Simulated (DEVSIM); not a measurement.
## illuminated Si n-on-p cell, one wavelength

System: illuminated Si n-on-p cell, one wavelength, at 400 K.

| layer (left to right) | material | thickness (μm) | Nd (cm⁻³) | Na (cm⁻³) | τn (s) | τp (s) | absorption coefficient (cm⁻¹) |
|---|---|---|---|---|---|---|---|
| 1 | Si | 0.590 | 2.2e18 | - | 1.3e-8 | 3.1e-8 | 5500 |
| 2 | Si | 280 | - | 1.8e16 | 4.5e-7 | 4.5e-7 | 5500 |

Left contact: ohmic, minority hole recombination velocity 20000 cm/s. Right contact: ohmic, minority electron recombination velocity 9e5 cm/s. Voltage is applied to the left contact. Recombination: SRH at mid-gap, radiative, Auger. Light enters at the left, 6e16 photons cm⁻² s⁻¹, one pass, no reflection. Mobility is constant in doping.

This is a model device: material constants are rounded textbook-type values typed into the input, and sizes, dopings and lifetimes were drawn at random. Values at 300 K; Nc and Nv go as T^1.5, mobilities as T to minus their exponent, the gap by Varshni's rule with the affinity fixed.

```csv
parameter,Si
gap (eV),1.124
affinity (eV),4.05
permittivity,11.7
Nc (cm⁻³),2.86e19
Nv (cm⁻³),3.1e19
μn (cm²/Vs),1417
μp (cm²/Vs),470
T exponent of μn,2.3
T exponent of μp,2.2
B (cm³/s),4.7e-15
Cn (cm⁶/s),2.8e-31
Cp (cm⁶/s),9.9e-32
Varshni α (eV/K),0.000473
Varshni β (K),636
```

Simulated with DEVSIM: 1D drift-diffusion, Boltzmann statistics, complete ionisation; no tunnelling, impact ionisation, image-force lowering or self-heating.

```json
{
 "potential_step_across_the_device_at_zero_bias": "0.721 V",
 "largest_field_in_the_device_at_zero_bias": "100000 V/cm",
 "Dark forward voltage at 1 A/cm²": "0.485 V",
 "short_circuit_current": "9.12 mA/cm²",
 "open_circuit_voltage": "0.286 V",
 "fill_factor": "0.65",
 "largest_power": "1.70 mW/cm²",
 "share_of_generated_pairs_collected_at_short_circuit": "0.948"
}
```

Current under light (generator sign):

```csv
V (V),J (mA/cm²)
0.00,9.12
0.02,9.11
0.04,9.11
0.08,9.09
0.10,9.06
0.14,8.96
0.16,8.85
0.18,8.65
0.20,8.31
0.22,7.70
0.24,6.64
0.26,4.75
0.28,1.42
0.30,-4.44
```

Dark forward current:

```tsv
V (V)	J (A/cm²)
-0.05	-1.1e-5
-0.10	-5.0e-5
-0.15	-0.00020
-0.20	-0.00079
-0.30	-0.013
-0.35	-0.054
-0.40	-0.20
-0.45	-0.58
-0.50	-1.3
-0.55	-2.2
-0.60	-3.3
-0.70	-5.8
-0.75	-7.3
-0.80	-8.8
-0.85	-10
-0.90	-12
-0.95	-14
-1.05	-18
-1.10	-20
-1.15	-22
-1.20	-25
-1.25	-27
-1.30	-30
-1.35	-32
-1.45	-38
-1.50	-41
-1.55	-45
-1.60	-48
```
